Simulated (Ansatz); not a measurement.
Base system: Ru in the simple cubic structure (space group Pm-3m, No. 221; a = 2.5113 Å; a hypothetical phase, not in the database extracts checked).

(Cell as relaxed with PBE.)

Levels (all Ansatz, a program for electronic structure, PAW): PBE (420 eV, no spin-orbit coupling); PBEsol (420 eV, no spin-orbit coupling).

Each level relaxes its own structure.

| quantity | PBE | PBEsol |
|---|---|---|
| volume per atom | 15.84 Å³ | 15.26 Å³ |
| lattice parameter a | 2.511 Å | 2.480 Å |
| band gap | zero | zero |

PBE's volume per atom lies 0.58 Å³ above PBEsol's (3.8 %); PBE's lattice parameter a lies 0.031 Å above PBEsol's (1.3 %); the two agree on the band gap. Neither level is exact; PBEsol is the comparison here, not a measurement.

Stability against distortions was not tested. All final runs are without spin polarisation. Ru has a high density of states at the Fermi level and may be magnetic at this level.
